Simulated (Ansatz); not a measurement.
**LiF, response to strain**

Base system: LiF in the rock salt structure (space group Fm-3m, No. 225; a = 4.0079 Å). Axes: x, y, z lie along the cube axes.

Strains are applied to the cell and any free atomic positions relax; under biaxial strain the out-of-plane vector relaxes too.

Computed with PBEsol in Ansatz (plane waves to 420 eV, PAW, no spin-orbit coupling).

Notes on the quantities. energy relative to the base: free energy F; in-plane stress: mean in-plane stress (compression positive).

| variant | energy relative to the base | electron mass | ratio −ε⊥/ε∥ | in-plane stress |
|---|---|---|---|---|
| base | 0 meV/atom | 0.88 mₑ (at Γ) | – | – |
| biaxial strain −2.50 %, plane normal [111], relaxed out of plane | +5.8 meV/atom | – | 0.39 | +4.8 GPa |
| biaxial strain −1.67 %, plane normal [111], relaxed out of plane | +2.5 meV/atom | 0.90 mₑ (at Γ) | 0.39 | +3.1 GPa |
| biaxial strain −1.25 %, plane normal [111], relaxed out of plane | +1.4 meV/atom | 0.90 mₑ (at Γ) | 0.39 | +2.3 GPa |
| biaxial strain −0.83 %, plane normal [111], relaxed out of plane | +0.6 meV/atom | 0.89 mₑ (at Γ) | 0.39 | +1.5 GPa |
| biaxial strain −0.42 %, plane normal [111], relaxed out of plane | +0.2 meV/atom | 0.89 mₑ (at Γ) | – | +0.7 GPa |
| biaxial strain +0.83 %, plane normal [111], relaxed out of plane | +0.6 meV/atom | 0.88 mₑ (at Γ) | 0.41 | -1.4 GPa |
| biaxial strain +1.25 %, plane normal [111], relaxed out of plane | [?] | [?] | 0.41 | -2.1 GPa |
| biaxial strain +2.08 %, plane normal [111], relaxed out of plane | [?] | 0.86 mₑ (at Γ) | 0.41 | -3.3 GPa |
| biaxial strain +2.50 %, plane normal [111], relaxed out of plane | +5.1 meV/atom | 0.86 mₑ (at Γ) | 0.41 | -3.9 GPa |

Question: Fill in the withheld entries from the trend.

Answer: 
- biaxial strain +1.25 %, plane normal [111], relaxed out of plane, energy relative to the base: +1.3 meV/atom
- biaxial strain +1.25 %, plane normal [111], relaxed out of plane, electron mass: 0.87 mₑ (at Γ)
- biaxial strain +2.08 %, plane normal [111], relaxed out of plane, energy relative to the base: +3.6 meV/atom

The levels and masses belong to the bands next to the band gap. Effective masses come from finite differences of ±0.01 Å⁻¹. Stability against distortions was not tested.

Ansatz is an electronic-structure program.
